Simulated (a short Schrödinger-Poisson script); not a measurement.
**Symmetric double-gate stack, Al2O3 on p-type GaN**

Stack: symmetric double-gate stack, Al2O3 on p-type GaN, at 77 K.

| layer | material | thickness (nm) | Na (cm⁻³) |
|---|---|---|---|
| 1 | Al2O3 | 3.7 | - |
| 2 | GaN | 14 | 3e15 |
| 3 | Al2O3 | 3.7 | - |

Constants are typed, rounded textbook-type inputs, not results; the design itself was drawn at random and stands for no fabricated device. Al2O3: permittivity 9, conduction-band edge (eV) 2.75, gap (eV) 6.8, electron mass (mₑ) 0.3. GaN: permittivity 9.5, conduction-band edge (eV) 0, gap (eV) 3.43, Nv at 300 K (cm⁻³) 4.6e19.

Channel valleys (confinement mass, in-plane density-of-states mass, number): Γ 0.2, 0.2, 1. At the gates, both at one voltage, the conduction-band edge of layer 1 lies 2.78 eV − eVg above the Fermi level of the channel. Gaps are held at their typed values at every temperature. Mesh 0.03 nm at interfaces.

Solved with a short Schrödinger-Poisson script written for these runs: 1D Poisson equation in equilibrium, electrons quantum, Hartree (BenDaniel-Duke, 12 states a valley, the channel's in-plane mass for all, wave functions free to enter the dielectric), parabolic valleys, classical holes, full ionisation, no traps, pinning or gate leakage.

| Vg (V) | electrons (cm⁻²) | C (μF/cm²) | Γ E0 (meV) | Γ E1 (meV) |
|---|---|---|---|---|
| 0.05 | 2.17e11 | 1.47 | 5.1 | 29.6 |
| 0.15 | 1.41e12 | 2.20 | -13.1 | 4.0 |
| 0.25 | 2.89e12 | 2.49 | -22.6 | -10.5 |
| 0.35 | 4.49e12 | 2.63 | -31.0 | -22.2 |
| 0.45 | 6.16e12 | 2.73 | -39.8 | -33.3 |
| 0.55 | 7.89e12 | 2.81 | -48.8 | -44.0 |
| 0.65 | 9.66e12 | 2.87 | -57.8 | -54.2 |
| 0.75 | 1.15e13 | 2.92 | -66.8 | -64.2 |

Gate voltages with under 1e6 electrons/cm² are left out.

Subbands count from the Fermi level. The capacitance is that of both gates.

In real p-type GaN the Mg acceptor is only partly ionised, and so wide a gap doesn't supply an inversion layer without source and drain.
